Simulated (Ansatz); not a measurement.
# Ta, pressure series

Take Ta in the bcc (W type) structure (space group Im-3m, No. 229; a = 3.320 Å) as the base.

Cell and atoms are relaxed at each pressure.

The values are results of Ansatz (a quantum-chemistry and plane-wave program) PBE, no spin-orbit coupling, not measurements.

Notes on the quantities. enthalpy: H = E + PV relative to the base's energy.

```csv
case,enthalpy,lattice parameter a
base,–,3.320 Å
pressure −2 GPa,-0.23 eV/atom,3.331 Å
pressure −1 GPa,-0.11 eV/atom,3.325 Å
pressure 0.3 GPa,+0.03 eV/atom,3.318 Å
pressure 0.7 GPa,+0.08 eV/atom,3.316 Å
pressure 1.5 GPa,+0.17 eV/atom,[?]
pressure 3 GPa,+0.34 eV/atom,3.303 Å
pressure 5 GPa,+0.56 eV/atom,3.293 Å
pressure 7.5 GPa,+0.84 eV/atom,[?]
pressure 10 GPa,+1.11 eV/atom,[?]
```

**Question.** Complete the table.

**Answer.** 
- pressure 1.5 GPa, lattice parameter a: 3.311 Å
- pressure 7.5 GPa, lattice parameter a: 3.280 Å
- pressure 10 GPa, lattice parameter a: 3.268 Å

Load acts through the strain it causes; cell and atoms are relaxed under it. Whether these cells are dynamically stable was not tested. No other phases were tried under pressure. All final runs are without spin polarisation.
